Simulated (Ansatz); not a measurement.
# Ga on the Al site (corundum host)

The numbers are results of PBE, PAW (plane waves to 420 eV; Ansatz, a quantum-chemistry and plane-wave program), not measurements. Cell: 120 sites, 2×2×1; final energies on a 2×2×2 Γ-centred mesh. Site at the start: the Al site. Charged cells carry a point-charge image correction with potential alignment at far atoms. Dielectric constants: PBE linear response of the host. Host gap at this level: 5.85 eV. Finite-size and sampling errors can reach tenths of an eV here. The semilocal functional narrows the gap, so deep levels can fall outside it. Spin–orbit coupling is left out. Each state is the lowest found from its start.

Formation energies E_f are given with the Fermi level at the valence-band maximum. Chemical conditions: O-rich (Δμ(Al) = -7.45 eV, Δμ(Ga) = -4.56 eV, bounded by beta Ga2O3; only phases computed here count, gases as isolated molecules at 0 K). Reference phases: Al: fcc Al, Ga: alpha gallium.

| charge | moment (μB) | point group | largest move off a lattice site (Å) | image correction with alignment (eV) | E_f, O-rich (eV) |
|---|---|---|---|---|---|
| +1* | quenched | – | 0.07 | – | – |
| 0 | not spin-polarised | C3 | 0.07 | 0.00 | 0.22 |
| −1† | 1.0 | – | 0.23 | 0.11 | – |

* At this level the carrier isn't localised at the defect: at charge +1 holes occupy the valence band. Such a state is shallow or no state of the defect, and this cell gives it no level.

† Not settled in this cell, so no level is given: charge −1: level within 0.1 eV of a band edge or past it.

Point groups are those of the whole cell at tolerances of 0.03 and 0.1 Å ("near" where only the looser one holds); none is given for unsettled states.

Starting moments that weren't kept: charge +1 began with 1 μB and ended with 0.0.

Flagged in the runs: a host whose relaxation on this sampling wasn't shown to rest.

All states together cost very roughly 100 core-minutes.
